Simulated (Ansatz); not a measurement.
## HfN under load (space group Fm-3m): band-structure transport figures

Data:

```
HfN
1.0
    0.00000     2.24571     2.24571
    2.24571     0.00000     2.24571
    2.24571     2.24571     0.00000
Hf N
1 1
Direct
  0.00000   0.00000   0.00000
  0.50000   0.50000   0.50000
```

Calculation: PBEsol, rigid bands (plane waves, PAW, scalar-relativistic; Ansatz, a quantum-chemistry and plane-wave program). Condition of this run: hydrostatic pressure 2 GPa (the target of the relaxation). How the cell was made: cell and atoms relaxed with PBEsol, then loaded as said.

| Property | Result |
|---|---|
| density of states at the Fermi level | 0.597 states/(eV·cell), both spins |
| bare Sommerfeld coefficient | 0.70 mJ/(mol of atoms·K²) |
| Drude plasma energy | 9.4 eV |
| root-mean-square Fermi velocity | 1.1e6 m/s |
| resistivity times τ | 5.6 ×10⁻²² Ω·m·s |

A metal at this level (no band gap); rigid bands, thermally averaged at 300 K, both spins. Spin-orbit coupling is left out, which matters with elements this heavy. τ is one relaxation time for all states.
